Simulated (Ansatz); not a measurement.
Band structure of Ca3Mg (I4/mmm, 4 atoms in the cell).

```yaml
crystal:
  lattice:
    - [-2.69950, 2.69950, 5.41182]
    - [2.69950, -2.69950, 5.41182]
    - [2.69950, 2.69950, -5.41182]
  atoms:
    - { symbol: Ca, position: [0.50000, 0.50000, 0.00000] }
    - { symbol: Ca, position: [0.25000, 0.75000, 0.50000] }
    - { symbol: Ca, position: [0.75000, 0.25000, 0.50000] }
    - { symbol: Mg, position: [0.00000, 0.00000, 0.00000] }
```

Level of theory: LDA (PW92), PAW files made with PBE (plane waves; Ansatz, a program for electronic structure).

Settings: basis.ecutwfc = 420 eV; kpoints.mp_grid.grid = 7 7 7; hamiltonian.xc = lda; hamiltonian.pseudopotentials = {kind: paw} (the program's default PAW files); scf.occupations.method = fermi_dirac; scf.occupations.width = 0.05 eV; kpoints.band_path.npoints = 8.

The starting cell comes from a database of computed structures (which also holds hypothetical and non-ambient phases and stackings), without a prior relaxation at this level. Its lattice was rescaled by a random factor within 2.5 % of one.

Levels in eV from the Fermi level, bands 17 to 23:
| point | 17 | 18 | 19 | 20 | 21 | 22 | 23 |
|---|---|---|---|---|---|---|---|
| Γ | -4.40 | -0.44 | -0.04 | 0.38 | 0.38 | 0.82 | 0.86 |
| X | -2.31 | -1.67 | -1.01 | -0.70 | -0.38 | -0.25 | 0.76 |
| Y | -2.39 | -1.51 | -1.40 | -1.33 | 0.15 | 0.43 | 0.78 |
| S | -2.77 | -2.10 | -2.05 | 0.22 | 0.52 | 0.76 | 0.97 |
| Z | -3.26 | -2.80 | -0.59 | 0.09 | 0.75 | 0.75 | 0.86 |
| S1 | -2.77 | -2.10 | -2.05 | 0.22 | 0.52 | 0.76 | 0.97 |
| N | -2.95 | -2.50 | -0.62 | -0.29 | 0.44 | 0.67 | 1.07 |
| P | -2.30 | -1.37 | -1.37 | -1.13 | 0.14 | 0.39 | 0.52 |
| Y1 | -2.39 | -1.51 | -1.40 | -1.33 | 0.15 | 0.43 | 0.78 |

Bands cross the Fermi level along this path, so the cell is metallic at this level.

Keys are those of Ansatz 0.2.
